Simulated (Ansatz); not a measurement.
## GaN: biaxial strain +3.00 %, plane normal [001], relaxed out of plane

Start from GaN in the zinc blende structure (space group F-43m, No. 216; a = 4.4979 Å). Axes: x, y, z lie along the cube axes.

One thing is altered: biaxial strain +3.00 %, plane normal [001], relaxed out of plane (Cartesian); in-plane vectors clamped, the third vector and the atoms free.

Calculations: r2SCAN (Ansatz, a program for electronic structure; PAW; 500 eV plane waves; no SOC). Γ-centred 13×13×13 mesh, Fermi–Dirac width 0.05 eV.

```tsv
quantity	base	changed	shift
volume per atom	11.37 Å³	11.66 Å³	+0.29 Å³
shortest interatomic distance	1.948 Å	1.966 Å	+0.018 Å
energy relative to the base (free energy F)	0 meV/atom	+16 meV/atom	+16 meV/atom
band gap	2.17 eV	1.82 eV	-0.35 eV
gap character	direct at Γ	direct at Γ	–
electron mass	0.17 mₑ (at Γ)	0.15 mₑ out of plane, 0.16 mₑ in plane (at Γ)	–
hole mass	–	0.16 mₑ out of plane, 0.84 mₑ in plane (at Γ)	–
valence-band top at Γ (three highest levels, from the VBM)	0.00, 0.00, 0.00 eV	0.00, -0.26, -0.26 eV	–
out-of-plane strain	–	-3.36 %	–
ratio −ε⊥/ε∥	–	1.12	–
mean in-plane stress (compression positive)	–	-7.4 GPa	–
```

Masses are band curvatures over ±0.01 Å⁻¹ around the edge. Whether these cells are dynamically stable was not tested. This is not the structure that GaN has at room temperature and ambient pressure. Labels are those of the standard path for the cell's own space group.
